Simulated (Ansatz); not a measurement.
Cl on the 1x1 (0001) surface of hcp Co, ferromagnetic, one in a 1x1 cell, energies for each (5.4 Å²). Energies are against ½ Cl2(g), without zero-point or thermal terms; each row is named by its start.

Method: PBE (plane waves to 420 eV, PAW; Ansatz, a first-principles code).

Set-up: 5 atoms, 6.0 Å thick at the start under the adsorbate (thin: gaps and levels are the slab's own); mesh 14x14x1; 0.1 eV smearing; dipole correction on; 2 atoms held, the rest relaxed; each run with such symmetry as its start has; spin-polarised, no spin-orbit, no U, no dispersion correction.

A negative adsorption energy means that the adsorbate is more stable on the surface than in its reference. Heights count from the host atoms within 0.3 Å of the top one.

| starting site | E_ads (eV) | height (Å) | nearest host atom (Å) | bonded to | Δ work function (eV) | lateral drift (Å) | moment (μB) |
|---|---|---|---|---|---|---|---|
| top Co | 0.62 | 2.30 | Co 2.30 | Co | -0.36 | 0.0 | 6.7 |
| hollow Co-Co-Co | 0.90 | 2.16 | Co 2.60 | 3 Co | -0.47 | 0.0 | 6.7 |
| hollow Co-Co-Co over Co at depth 2.0 Å | 0.91 | 2.06 | Co 2.52 | 3 Co | -0.65 | 0.0 | 6.8 |
| bridge Co-Co (span 2.5 Å) | 0.87 | 2.34 | Co 2.65 | 2 Co | -0.23 | 0.1 | 6.8 |
